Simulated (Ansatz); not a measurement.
PbTe, response to strain

Consider PbTe in the rock salt structure (space group Fm-3m, No. 225; a = 6.569 Å).

Strains are applied to the cell and any free atomic positions relax.

Level of theory: PBE (Ansatz, an electronic-structure program, PAW, spin-orbit coupling left out).

```csv
change,hole mass,electron mass,band gap
base,"0.49 mₑ along k, 0.092 mₑ across (at L)","0.31 mₑ along k, 0.11 mₑ across (at L)",0.83 eV
isotropic strain −2.50 %,"0.38 mₑ along k, 0.069 mₑ across (at L)","0.26 mₑ along k, 0.10 mₑ across (at L)",0.67 eV
isotropic strain −2.00 %,"0.40 mₑ along k, 0.074 mₑ across (at L)","0.27 mₑ along k, 0.10 mₑ across (at L)",0.71 eV
isotropic strain −1.50 %,"0.43 mₑ along k, 0.078 mₑ across (at L)","0.28 mₑ along k, 0.10 mₑ across (at L)",0.74 eV
isotropic strain −1.00 %,"0.45 mₑ along k, 0.083 mₑ across (at L)","0.29 mₑ along k, 0.10 mₑ across (at L)",0.77 eV
isotropic strain −0.50 %,?,"0.30 mₑ along k, 0.11 mₑ across (at L)",0.80 eV
isotropic strain +0.50 %,"0.51 mₑ along k, 0.097 mₑ across (at L)","0.31 mₑ along k, 0.11 mₑ across (at L)",0.85 eV
isotropic strain +1.50 %,"0.56 mₑ along k, 0.11 mₑ across (at L)","0.33 mₑ along k, 0.11 mₑ across (at L)",0.90 eV
isotropic strain +2.50 %,"0.61 mₑ along k, 0.12 mₑ across (at L)","0.34 mₑ along k, 0.11 mₑ across (at L)",0.94 eV
isotropic strain +3.00 %,"0.63 mₑ along k, 0.12 mₑ across (at L)",?,0.96 eV
```

**Question.** Some entries are withheld; estimate them.

**Answer.** 
- isotropic strain −0.50 %, hole mass: 0.47 mₑ along k, 0.087 mₑ across (at L)
- isotropic strain +3.00 %, electron mass: 0.35 mₑ along k, 0.11 mₑ across (at L)

Spin-orbit coupling, missing from the scalar runs, can matter with Pb and Te. Masses are band curvatures over ±0.01 Å⁻¹ around the edge. Along k means along the line from Γ to the band edge. Stability against distortions was not tested.
